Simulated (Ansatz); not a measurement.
Reference: ZnS (F-43m), PBEsol with spin-orbit coupling, rigid bands (plane waves, PAW; Ansatz, an electronic-structure program); axes and stresses refer to this cell.

```
ZnS
1.0
    0.00000     2.67815     2.67815
    2.67815     0.00000     2.67815
    2.67815     2.67815     0.00000
Zn S
1 1
Direct
  0.00000   0.00000   0.00000
  0.25000   0.25000   0.25000
```

The electron conductivity mass comes out as 0.179 mₑ, the Seebeck coefficient, p-type 1e19 cm⁻³ is 383 μV/K and the band gap comes out as 2.07 eV.

Problem. Change: hydrostatic pressure -2 GPa. What happens to electron conductivity mass, Seebeck coefficient, p-type 1e19 cm⁻³, band gap?

Solution. electron conductivity mass drops to 0.174 mₑ; Seebeck coefficient, p-type 1e19 cm⁻³ moves little, to 385 μV/K; band gap decreases to 1.95 eV.

Problem. Change: hydrostatic pressure 10 GPa. What happens to electron conductivity mass, Seebeck coefficient, p-type 1e19 cm⁻³, band gap?

Solution. electron conductivity mass rises to 0.199 mₑ; Seebeck coefficient, p-type 1e19 cm⁻³ moves little, to 371 μV/K; band gap grows to 2.51 eV.

Problem. Change: uniaxial stress zz = 2 GPa (compression positive). What happens to electron conductivity mass, Seebeck coefficient, p-type 1e19 cm⁻³, band gap?

Solution. electron conductivity mass moves little, to 0.180 mₑ; Seebeck coefficient, p-type 1e19 cm⁻³ shrinks to 271 μV/K; band gap falls to 2.00 eV.

Masses are for dilute carriers at 300 K, harmonic means over directions unless an axis is named. Seebeck coefficients are for the stated density at 300 K, with one relaxation time for all states and whether or not that doping can be reached. Stresses and pressures are the targets of the relaxation.  The structure type is held under load, also where the real crystal would transform.
